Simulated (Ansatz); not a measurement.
These are PBE (plane waves to 420 eV, PAW; Ansatz, a program for electronic structure) values and carry that method's errors.

Electrostatic potential energy of an electron, averaged over planes parallel to the surface, in eV from the Fermi level, for N on the 1x1 (110) surface of bcc W, one in a 2x2 cell, started at the site 'hollow W-W-W':

(z (Å), V (eV)): (5.20, 4.81); (5.49, 4.81); (5.78, 4.81); (6.07, 4.80); (6.36, 4.79); (6.64, 4.77); (6.93, 4.72); (7.22, 4.63); (7.51, 4.44); (7.80, 4.06); (8.09, 3.31); (8.38, 1.82); (8.67, -1.11); (8.96, -7.23); (9.24, -15.18); (9.53, -20.65); (9.82, -21.01); (10.11, -16.17); (10.40, -8.62); (10.69, -3.57); (10.98, -4.77); (11.27, -11.51); (11.56, -18.73); (11.84, -21.99); (12.13, -19.67); (12.42, -12.87); (12.71, -5.45); (13.00, -2.59); (13.29, -5.48); (13.58, -12.88); (13.87, -19.64); (14.16, -21.92); (14.44, -18.65); (14.73, -11.40); (15.02, -4.58); (15.31, -3.12); (15.60, -7.72); (15.89, -15.40); (16.18, -20.83); (16.47, -21.26); (16.76, -16.63); (17.04, -9.82); (17.33, -4.32); (17.62, -0.95); (17.91, 1.91); (18.20, 3.79); (18.49, 4.48); (18.78, 4.77); (19.07, 4.89); (19.36, 4.94); (19.64, 4.96); (19.93, 4.97); (20.22, 4.97); (20.51, 4.97); (20.80, 4.97); (21.09, 4.97); (21.38, 4.97); (21.67, 4.97); (21.96, 4.97)

Model: 17-atom slab, 6.6 Å thick at the start under the adsorbate (thin: gaps and levels are the slab's own), 6x6x1 mesh, Fermi-Dirac 0.1 eV, dipole correction, 8 atoms held, the rest relaxed; symmetry of the start imposed; no spin, no spin-orbit, no U, no dispersion correction. At the end it is bonded to 3 W. In PBE it is, or lies within 0.03 eV of, the lowest of the starts that converged.

The vacuum level lies 4.97 eV above the Fermi level over the top face and 4.81 eV above it under the bottom face.
